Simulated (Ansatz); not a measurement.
Structures of equal composition on the (111)B surface of 3C silicon carbide (C plane on top): (√3x√3)R30° Bi adatom at H3; (√3x√3)R30° Bi adatom at T4. The slabs share one bottom face, and each structure is named by its start. These are constructed structures in small cells; real faces may alloy, dewet or reconstruct in larger ones, and not all known structures of the face are among them. Slabs of about 11 Å with all that they carry, Fermi-Dirac smearing of 0.025 eV. Bottom of the slabs: H caps. Relaxed from the named starts with such symmetry as they have, on meshes of like density; energies extrapolated to zero smearing; no spin-orbit coupling, no U. Spin-polarised runs, if any, are marked in brackets, and their order is one that fits the cell; the others ran without spin. Where a second, spin-polarised start was run, the lower counts.

Host crystal: 3C silicon carbide, with a band gap (PBE, scalar-relativistic without spin-orbit coupling).

The numbers are results of HSE06, at the PBE geometry (plane waves to 420 eV, PAW; Ansatz, a first-principles code), not measurements.

Problem. Rank these by energy per 1x1 cell (lowest first), as HSE06, at the PBE geometry gives it.

Solution. (√3x√3)R30° Bi adatom at T4 (0.000 eV), (√3x√3)R30° Bi adatom at H3 (0.056 eV)
